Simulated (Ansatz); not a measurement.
Take BeTe in the zinc blende structure (space group F-43m, No. 216; a = 5.657 Å) as the base. Axes: x, y, z lie along the cube axes.

Level of theory: Kohn–Sham DFT with the r2SCAN functional, run in Ansatz (a quantum-chemistry and plane-wave program) with PAW and 500 eV plane waves, without spin-orbit coupling.

For the base:

* **Band gap**: 2.38 eV
* **Volume per atom**: 22.63 Å³

It is then changed as follows: biaxial strain +2.12 %, plane normal [111], relaxed out of plane (Cartesian); in-plane vectors clamped, the third vector and the atoms free.

Problem. Estimate the effect on the band gap, volume per atom and energy relative to the base.

Solution. The band gap drops by 0.075 eV (2.38 eV → 2.30 eV); the volume per atom goes up by 0.785 Å³, from 22.63 Å³ to 23.41 Å³; the energy increases by 8.7 meV/atom.

Spin-orbit coupling, missing from the scalar runs, can matter with Te. Whether these cells are dynamically stable was not tested.
